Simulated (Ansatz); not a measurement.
## NiS (R3m, No. 160)

Level of theory: r²SCAN in Ansatz (plane waves, PAW).

Numerical settings: plane-wave cutoff 500 eV, 14×14×14 k mesh, Fermi–Dirac smearing 0.05 eV, no spin polarisation, scalar-relativistic PAW data made under PBE.

Cell (relaxed at this level):

```
CELL_PARAMETERS angstrom
      4.75319     2.74425     1.04309
     -4.75319     2.74425     1.04309
      0.00000    -5.48851     1.04309
ATOMIC_POSITIONS crystal
  Ni 0.65947 0.39687 0.39687
  Ni 0.39687 0.65947 0.39687
  Ni 0.39687 0.39687 0.65947
  S  0.78344 0.11939 0.11939
  S  0.11939 0.78344 0.11939
  S  0.11939 0.11939 0.78344
```

For NiS (R3m, No. 160), the equilibrium volume per atom comes out as 13.61 Å³/atom, the equilibrium lattice constant a is 9.506 Å and the lattice parameter c is 3.129 Å.

Note: the run has no spin polarisation, so it can have missed a magnetic state.

Ansatz is a first-principles code.
